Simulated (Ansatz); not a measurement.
Cubic perovskite CsCaF3 was calculated with r²SCAN (Ansatz, a quantum-chemistry and plane-wave program, plane waves, PAW).

Numerical settings: plane-wave cutoff 560 eV, 8×8×8 k mesh, Fermi–Dirac smearing 0.01 eV, scalar-relativistic PAW data made under PBE.

The volume scan:

```
V (Å³/atom)  E − E_lowest (meV/atom)  P (GPa)
-----------  -----------------------  -------
17.324                         12.81     3.94
17.692                          5.46     2.47
18.061                          1.32     1.16
18.429                          0.00     0.00
18.798                          1.23    -1.04
19.167                          4.70    -1.96
19.535                         10.18    -2.79
```

Question: Estimate the bulk modulus from the pressures at 18.061 and 18.798 Å³/atom, and compare it with a fit to all energies.

Answer: B = −V dP/dV. Between V = 18.061 and 18.798 Å³/atom, dP/dV = (-1.04 − (1.16))/(18.798 − 18.061) = -2.99 GPa per Å³/atom; at the midpoint 18.429 Å³/atom this gives B ≈ 55.0 GPa. The third-order Birch–Murnaghan fit gives V0 = 18.429 Å³/atom, B0 = 54.9 GPa, B′ = 4.8, which lies within 1 % of that estimate.

Measured, for comparison: bulk modulus 50.9 GPa (room temperature, not corrected to a static lattice; as tabulated in Vaitheeswaran et al. (2016), arXiv:1609.00541). Computed (rounded) less measured: bulk modulus +8 %. A static lattice is as a rule a little smaller and stiffer than an uncorrected measurement, which narrows the difference in the bulk modulus and would widen misses of the other sign.

Note: the relaxation could not lower the start's symmetry, so the cell can be a saddle point above a distorted one.

Spin–orbit coupling is not included.

The computed numbers hold no vibrational or temperature effects.
